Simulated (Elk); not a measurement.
**Elk run on ZrZn (Pm-3m, 2 atoms in the cell): self-consistent single point**

Method of the run: Elk with PBEsol, all-electron FP-LAPW, Elk's shipped species files, APW+lo basis with extra local orbitals.

Input as run:

```
tasks
  0

xctype
  22

rgkmax
  8.0

gmaxvr
  16.0

nxlo
  2

lorbcnd
  .true.

lmaxi
  2

swidth
  0.00367493

maxscl
  100

scale
  1.889726125

avec
    3.2604900000    0.0000000000    0.0000000000
    0.0000000000    3.2604900000    0.0000000000
    0.0000000000    0.0000000000    3.2604900000

atoms
  2
  'Zr.in'
  1
  0.5000000000  0.5000000000  0.5000000000    0.0 0.0 0.0
  'Zn.in'
  1
  0.0000000000  0.0000000000  0.0000000000    0.0 0.0 0.0

ngridk
  7 7 7
```

Output, abridged:

```
│ Elk code version 10.2.4 │

All units are atomic (Hartree, Bohr, etc.)

│ Ground-state run starting from atomic densities │

Lattice vectors :
   6.161433133       0.000000000       0.000000000
   0.000000000       6.161433133       0.000000000
   0.000000000       0.000000000       6.161433133

Unit cell volume      :    233.9080773
Brillouin zone volume :    1.060460230

Muffin-tin inner radius fraction :   0.1000000000E-01

Nuclei treated as point charges

Species :    1 (Zr)
 parameters loaded from : Zr.in
 name : zirconium
 nuclear charge    :   -40.00000000
 electronic charge :    40.00000000
 atomic mass :    166291.1791
 muffin-tin radius :    2.600000000
 number of radial points in muffin-tin :    597
 atomic positions (lattice), magnetic fields (Cartesian) :
   1 :   0.00000000  0.00000000  0.00000000    0.00000000  0.00000000  0.00000000

Species :    2 (Zn)
 parameters loaded from : Zn.in
 name : zinc
 nuclear charge    :   -30.00000000
 electronic charge :    30.00000000
 atomic mass :    119233.3129
 muffin-tin radius :    2.400000000
 number of radial points in muffin-tin :    497
 atomic positions (lattice), magnetic fields (Cartesian) :
   1 :   0.50000000  0.50000000  0.50000000    0.00000000  0.00000000  0.00000000

Total number of atoms per unit cell :    2

Spin treatment :
 spin-unpolarised

Number of Bravais lattice symmetries :   48
Number of crystal symmetries         :   48
Crystal has inversion symmetry
Real symmetric eigensolver will be used

k-point grid :      7     7     7
k-point offset :    0.000000000       0.000000000       0.000000000
k-point set is reduced with full crystal symmetry group
Total number of k-points :       20

Muffin-tin radius times maximum |G+k| :    8.000000000
 using average radius
Maximum |G+k| for APW functions       :    3.200000000
Maximum (1/2)|G+k|²                   :    5.120000000
Maximum |G| for potential and density :    16.00000000
 potential will be trimmed for |G| > 2 gkmax
Constant for pseudocharge density :   10
Radial integration step length :    4

G-vector grid sizes :     32    32    32
Number of G-vectors :    16279

Maximum angular momentum used for
 APW functions                      :    8
 outer part of muffin-tin           :    6
 inner part of muffin-tin           :    2

Total nuclear charge    :   -70.00000000
Total core charge       :    40.00000000
Total valence charge    :    30.00000000
Total excess charge     :    0.000000000
Total electronic charge :    70.00000000

Effective Wigner radius, rₛ :   0.9274407838

Number of empty states         :    8
Total number of valence states :   23
Total number of core states    :   40

Conduction state local-orbitals added automatically
Total number of local-orbitals :  160

Exchange-correlation functional :     22     0     0
 PBEsol, Phys. Rev. Lett. 100, 136406 (2008)
 gradient requirement :    1
 generalised gradient approximation (GGA)

Smearing type :    3
 Fermi-Dirac
Smearing width :   0.3674930000E-02
Effective electronic temperature (K) :    1160.451112

Mixing type :    3
 Broyden mixing, J. Phys. A: Math. Gen. 17, L317 (1984)

Kohn-Sham potential initialised from atomic data

│ Self-consistent loop started │
│ Loop number : 1 │
 total energy                :     -5389.29973346
│ Loop number : 2 │
 total energy                :     -5389.64391157
RMS change in Kohn-Sham potential (target) :   0.2085172001     (  0.1000000000E-05)
Absolute change in total energy (target)   :   0.3441781053     (  0.1000000000E-03)
│ Loop number : 3 │
 total energy                :     -5390.11334034
RMS change in Kohn-Sham potential (target) :   0.1938582509     (  0.1000000000E-05)
Absolute change in total energy (target)   :   0.5554732971     (  0.1000000000E-03)
│ Loop number : 4 │
 total energy                :     -5390.26892945
RMS change in Kohn-Sham potential (target) :   0.1773590096     (  0.1000000000E-05)
Absolute change in total energy (target)   :   0.2944574382     (  0.1000000000E-03)
│ Loop number : 5 │
 total energy                :     -5390.90967702
RMS change in Kohn-Sham potential (target) :   0.8487916775E-01 (  0.1000000000E-05)
Absolute change in total energy (target)   :   0.7143619240     (  0.1000000000E-03)
│ Loop number : 6 │
 total energy                :     -5391.45915116
RMS change in Kohn-Sham potential (target) :   0.2948151900E-01 (  0.1000000000E-05)
Absolute change in total energy (target)   :   0.7280646204     (  0.1000000000E-03)
│ Loop number : 7 │
 total energy                :     -5391.85270879
RMS change in Kohn-Sham potential (target) :   0.4048351051E-02 (  0.1000000000E-05)
Absolute change in total energy (target)   :   0.5755737905     (  0.1000000000E-03)
│ Loop number : 8 │
 total energy                :     -5391.97095859
RMS change in Kohn-Sham potential (target) :   0.4535327267E-03 (  0.1000000000E-05)
Absolute change in total energy (target)   :   0.2621432405     (  0.1000000000E-03)
│ Loop number : 9 │
 total energy                :     -5392.00380289
RMS change in Kohn-Sham potential (target) :   0.2070712481E-03 (  0.1000000000E-05)
Absolute change in total energy (target)   :   0.9838011615E-01 (  0.1000000000E-03)
│ Loop number : 10 │
 total energy                :     -5392.00024040
RMS change in Kohn-Sham potential (target) :   0.6770527516E-04 (  0.1000000000E-05)
Absolute change in total energy (target)   :   0.2103254064E-01 (  0.1000000000E-03)
│ Loop number : 11 │
 total energy                :     -5391.99852316
RMS change in Kohn-Sham potential (target) :   0.1413442411E-04 (  0.1000000000E-05)
Absolute change in total energy (target)   :   0.3540887356E-02 (  0.1000000000E-03)
│ Loop number : 12 │
 total energy                :     -5391.99792756
RMS change in Kohn-Sham potential (target) :   0.6864314928E-05 (  0.1000000000E-05)
Absolute change in total energy (target)   :   0.2896305041E-03 (  0.1000000000E-03)
│ Loop number : 13 │
 total energy                :     -5391.99789968
RMS change in Kohn-Sham potential (target) :   0.4540542551E-05 (  0.1000000000E-05)
Absolute change in total energy (target)   :   0.4452672511E-04 (  0.1000000000E-03)
│ Loop number : 14 │
 total energy                :     -5391.99796053
RMS change in Kohn-Sham potential (target) :   0.1931736390E-06 (  0.1000000000E-05)
Absolute change in total energy (target)   :   0.7197605100E-04 (  0.1000000000E-03)
Convergence targets achieved

│ Loop number : 15 │

Energies :
 Fermi                       :     0.336714170245
 sum of eigenvalues          :     -3153.79423849
 electron kinetic            :      5543.93347631
 core electron kinetic       :      5261.51562236
 Coulomb                     :     -10753.2926198
 Coulomb potential           :     -8458.10890908
 nuclear-nuclear             :     -581.646456090
 electron-nuclear            :     -11885.1834183
 Hartree                     :      1713.53725463
 Madelung                    :     -6524.23816526
 xc potential                :     -239.618805718
 exchange                    :     -178.682571595
 correlation                 :     -3.95531825898
 electron entropic           :    -0.925691936159E-03
 total energy                :     -5391.99795904

Density of states at Fermi energy :    18.94857752
 (states/Hartree/unit cell)

Estimated indirect band gap :   0.8796799738E-02
 from k-point      9 to k-point     13
Estimated direct band gap   :   0.1634778494E-01
 at k-point     13

Charges :
 core                        :    40.00000000
 valence                     :    30.00000000
 interstitial                :    2.861988272
 muffin-tins (core leakage)
  species :    1 (Zr)
   atom    1                 :    38.00272114     (  0.2894844016E-05)
  species :    2 (Zn)
   atom    1                 :    29.13529059     (  0.8335811945E-04)
 total in muffin-tins        :    67.13801173
 total calculated charge     :    69.99454274
 total charge                :    70.00000000
 error                       :   0.5457259316E-02

│ Self-consistent loop stopped │
```

The run converged in 15 iterations. The count includes the last loop, which Elk runs after its targets are met.

The starting cell comes from a database of computed structures (which also holds hypothetical and non-ambient phases and stackings), without a prior relaxation at this level. Its lattice was rescaled by a random factor within 2.5 % of one. Values depend on the basis (sphere radii, cutoffs, local orbitals), which need not be converged. The log's line on a gap gives a spacing of levels on this mesh, which the program prints for metals too.
